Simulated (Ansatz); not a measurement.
System: white tin (β-Sn). Method: rVV10 in Ansatz (PAW).

Input:

Ansatz 0.2 input:
```yaml
crystal:
  lattice:
    - [-3.0072476833, 3.0072476833, 1.6272362278]
    - [3.0072476833, -3.0072476833, 1.6272362278]
    - [3.0072476833, 3.0072476833, -1.6272362278]
  atoms:
    - { symbol: Sn, position: [0.25, 0.75, 0.5] }
    - { symbol: Sn, position: [0.0, 0.0, 0.0] }
basis:
  ecutwfc: 520
  ecutrho_ratio: 4
  xc_grid: 2
kpoints:
  mp_grid: { grid: [20, 20, 20] }
hamiltonian:
  xc: { exchange: rpw86, correlation: pbe }
  dispersion: rvv10
  pseudopotentials: { kind: paw }
scf:
  occupations: { method: fermi_dirac, width: 0.05 }
  convergence: { dr2_threshold: 0.0000000002 }
output:
  forces: true
  stress: true
  eigenvalues: true
```

From the output:

```
Crystal: 2 atoms, lattice volume = 58.864 Å³
Basis set: ecut = 520 eV, 1575 PW (Γ), exchange–correlation on 72×72×72 points (8 copies of the dense FFT grid, shifted against one another)
Bands: 18, of which v1, the nominal top of the filled ones, is band 14 counted from 1 (13 counted from 0)
Symmetry: 16 space group operations
Space group: I41/amd (ITA 141), of the structure as read, at distance tolerance 3.9e-5 Å
k-points: 641 of 8000
Functional: x = rpw86, c = pbe(β = 0.06672455060314922) + rvv10(b = 6.3, C = 0.0093)
SCF iter   1: F=—  HF=-12137.336700 eV  |F-HF|=—  |Δ(HF+E_count)|=         —  Δρ=4.44e-3  dr2=6.59e-3
SCF iter   2: F=—  HF=-12137.333611 eV  |F-HF|=—  |Δ(HF+E_count)|=   3.09e-3  Δρ=2.45e-3  dr2=2.33e-3
  ...
SCF iter   8: F=—  HF=-12137.333413 eV  |F-HF|=—  |Δ(HF+E_count)|=   2.14e-9  Δρ=1.15e-6  dr2=6.72e-10
SCF iter   9: F=-12137.333413 eV  HF=-12137.333413 eV  |F-HF|=1.82e-12  |Δ(HF+E_count)|=  1.31e-10  Δρ=9.43e-8  dr2=6.39e-12
SCF 1 converged in 9 iterations: F = -12137.333413 eV  dr2 = 6.39e-12
SCF converged after 9 iterations
Free energy (F): -12137.333413 eV
Internal energy: -12137.325067 eV  (E = F + TS)
E sigma→0 (E₀):  -12137.329240 eV
Fermi energy:    9.613037 eV
--- Forces (eV/Å), atoms counted from 1 ---
  atom   1  Sn    -0.00000000    -0.00000000     0.00000000
  atom   2  Sn     0.00000000     0.00000000     0.00000000
--- Stress (GPa, compression-positive) ---
        0.007713       0.000000      -0.000000
        0.000000       0.007713       0.000000
       -0.000000       0.000000      -0.014646
  P = ⅓ Tr σ = 0.0003 GPa (0.003 kbar)
```

The PAW data were made under PBE.

Ansatz is a quantum-chemistry and plane-wave program.
